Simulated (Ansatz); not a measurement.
Base system: Ge in the diamond structure (space group Fd-3m, No. 227; a = 5.6746 Å). Axes: x, y, z lie along the cube axes.

Calculations: Kohn–Sham DFT with the r2SCAN functional, run in Ansatz (a first-principles code) with PAW and 500 eV plane waves, spin-orbit coupling left out.

Before the change:

| Property | Result |
|---|---|
| Band gap | 0.36 eV |
| Volume per atom | 22.84 Å³ |

The change: biaxial strain +1.04 %, plane normal [001], relaxed out of plane (Cartesian); in-plane vectors clamped, the third vector and the atoms free.

**Question.** What happens to the band gap?

**Answer.** The band gap shrinks by 0.23 eV to 0.13 eV.

**Question.** What does the calculation give for the volume per atom after the change?

**Answer.** The volume per atom grows by 0.31 Å³, from 22.84 Å³ to 23.15 Å³.

**Question.** Predict the new energy relative to the base.

**Answer.** The energy rises by 2.1 meV/atom.

Whether these cells are dynamically stable was not tested. A zero or small gap of Ge under biaxial strain +1.04 %, plane normal [001], relaxed out of plane can be the functional's error rather than a property of the material.
